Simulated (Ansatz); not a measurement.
## NbN: pressure 0.3 GPa

Start from NbN (space group P6_3/mmc, No. 194; a = 2.963 Å, c = 11.155 Å).

It is then changed as follows: cell and atoms relaxed at a pressure of 0.3 GPa.

Calculations: PBEsol (Ansatz, a first-principles code), without spin-orbit coupling. Γ-centred 18×18×5 mesh, Fermi–Dirac width 0.05 eV.

| quantity | base | changed | shift |
|---|---|---|---|
| volume per atom | 10.60 Å³ | 10.59 Å³ | -0.01 Å³ |
| density | 8.37 g/cm³ | 8.38 g/cm³ | +0.01 g/cm³ |
| lattice parameter a | 2.963 Å | 2.962 Å | -0.001 Å |
| shortest interatomic distance | 2.185 Å | 2.184 Å | -0.001 Å |
| band gap | zero | zero | – |

Final structure:

```
NbN
1.0
    2.96220     0.00000     0.00000
   -1.48110     2.56534     0.00000
    0.00000     0.00000    11.15368
Nb N
4 4
Direct
  0.66667   0.33333   0.87820
  0.33333   0.66667   0.12180
  0.33333   0.66667   0.37820
  0.66667   0.33333   0.62180
  0.00000   0.00000   0.00000
  0.00000   0.00000   0.50000
  0.66667   0.33333   0.25000
  0.33333   0.66667   0.75000
```

Load acts through the strain it causes; cell and atoms are relaxed under it. No phonon test of stability was made. All final runs are without spin polarisation.
